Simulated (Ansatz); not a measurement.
## bcc W (1 1 0) on 3C silicon carbide (0 0 1) (film strained to the substrate, faces as cut)

A periodic stack without vacuum, bcc W (1 1 0) on 3C silicon carbide (0 0 1) (film strained to the substrate, faces as cut): substrate slab C18Si15, film W16, surface cells [[-3, 0], [-1, -1]] and [[0, 2], [-2, -1]], film strained by -2.7 and +3.2 %, faces C/C and W/W as cut (like faces can put a slab off its formula).

The start was prepared with a machine-learned potential, and the result is one local minimum, with the in-plane cell held and forces under 0.04 eV/Å; the film can end far from its bulk form.

Calculation: PBE (plane waves to 420 eV, PAW; Ansatz, a first-principles code). No spin–orbit coupling; the runs are not spin-polarised. Its k-point mesh 3×8×1, Fermi–Dirac width 0.05 eV.

* **interface area**: 28.8 Å²
* **period**: 20.84 Å
* **gaps between the outermost planes at the two interfaces**: 1.32 and 0.99 Å
* **C–W contacts across the interfaces within 1.22 times the sum of covalent radii**: 17, mean 2.26 Å
* **Si–W contacts across the interfaces within 1.22 times the sum of covalent radii**: 9, mean 2.94 Å
* **hole barrier (PBE, at the middle of a substrate layer that carries a field)**: 1.26 eV
* **electron barrier (PBE, at the middle of a substrate layer that carries a field)**: 0.12 eV
* **slope of the mean potential energy in the substrate**: +2.1 MV/cm × e

```yaml
crystal:
  lattice:
    - [9.28972, 0.00001, -0.17612]
    - [-0.00001, 3.09713, -0.00002]
    - [-2.20146, 0.00037, 20.88549]
  atoms:
    - { symbol: C, position: [0.66618, 0.41835, 0.13677] }
    - { symbol: C, position: [0.33605, 0.41837, 0.14785] }
    - { symbol: C, position: [0.00088, 0.41838, 0.13612] }
    - { symbol: C, position: [0.44579, 0.91834, 0.03769] }
    - { symbol: C, position: [0.16658, 0.91840, 0.03692] }
    - { symbol: C, position: [0.80246, 0.91836, 0.02831] }
    - { symbol: C, position: [0.73119, 0.41836, 0.34921] }
    - { symbol: C, position: [0.39114, 0.41835, 0.35013] }
    - { symbol: C, position: [0.05734, 0.41836, 0.35168] }
    - { symbol: C, position: [0.53411, 0.91836, 0.24663] }
    - { symbol: C, position: [0.19287, 0.91836, 0.24655] }
    - { symbol: C, position: [0.86436, 0.91836, 0.24273] }
    - { symbol: C, position: [0.77169, 0.41839, 0.56289] }
    - { symbol: C, position: [0.46164, 0.41840, 0.55051] }
    - { symbol: C, position: [0.11636, 0.41838, 0.56666] }
    - { symbol: C, position: [0.59190, 0.91835, 0.45016] }
    - { symbol: C, position: [0.25366, 0.91835, 0.45727] }
    - { symbol: C, position: [0.92139, 0.91836, 0.45847] }
    - { symbol: Si, position: [0.68164, 0.91835, 0.19106] }
    - { symbol: Si, position: [0.34991, 0.91837, 0.19776] }
    - { symbol: Si, position: [0.01597, 0.91837, 0.19033] }
    - { symbol: Si, position: [0.81844, 0.41837, 0.08352] }
    - { symbol: Si, position: [0.47588, 0.41834, 0.09078] }
    - { symbol: Si, position: [0.16521, 0.41839, 0.09009] }
    - { symbol: Si, position: [0.74516, 0.91836, 0.40109] }
    - { symbol: Si, position: [0.40537, 0.91835, 0.40288] }
    - { symbol: Si, position: [0.07313, 0.91836, 0.40481] }
    - { symbol: Si, position: [0.87985, 0.41836, 0.29612] }
    - { symbol: Si, position: [0.54753, 0.41836, 0.29890] }
    - { symbol: Si, position: [0.20837, 0.41835, 0.29895] }
    - { symbol: Si, position: [0.93387, 0.41835, 0.51103] }
    - { symbol: Si, position: [0.60946, 0.41835, 0.50157] }
    - { symbol: Si, position: [0.26531, 0.41834, 0.51142] }
    - { symbol: W, position: [0.43611, 0.41840, 0.63977] }
    - { symbol: W, position: [0.94926, 0.41837, 0.63920] }
    - { symbol: W, position: [0.18879, 0.91837, 0.63958] }
    - { symbol: W, position: [0.69763, 0.91843, 0.62979] }
    - { symbol: W, position: [0.22388, 0.41838, 0.75045] }
    - { symbol: W, position: [0.71869, 0.41839, 0.74006] }
    - { symbol: W, position: [0.97127, 0.91836, 0.74329] }
    - { symbol: W, position: [0.46992, 0.91838, 0.74696] }
    - { symbol: W, position: [0.00517, 0.41839, 0.85286] }
    - { symbol: W, position: [0.49953, 0.41836, 0.85449] }
    - { symbol: W, position: [0.75090, 0.91838, 0.84471] }
    - { symbol: W, position: [0.25324, 0.91836, 0.85893] }
    - { symbol: W, position: [0.78276, 0.41836, 0.95430] }
    - { symbol: W, position: [0.29035, 0.41836, 0.98073] }
    - { symbol: W, position: [0.55079, 0.91836, 0.95742] }
    - { symbol: W, position: [0.01732, 0.91837, 0.95589] }
```
